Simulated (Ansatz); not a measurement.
The parent structure is Cs in the bcc (W type) structure (space group Im-3m, No. 229; a = 6.0072 Å; relaxed with 0.1 eV smearing). Axes: x, y, z lie along the cube axes.

Level of theory: PBEsol (Ansatz, an electronic-structure program), no SOC.

It is then changed as follows: biaxial strain −1.50 %, plane normal [001], relaxed out of plane (Cartesian); in-plane vectors clamped, the third vector and the atoms free.

Problem. Estimate the effect on the ratio −ε⊥/ε∥.

Solution. The ratio −ε⊥/ε∥ amounts to 1.83.

Problem. Predict the new in-plane stress.

Solution. The mean in-plane stress (compression positive) is 0.0 GPa.

Problem. What happens to the energy relative to the base?

Solution. The energy is nearly the same.

Whether these cells are dynamically stable was not tested. The final runs are not spin-polarised.
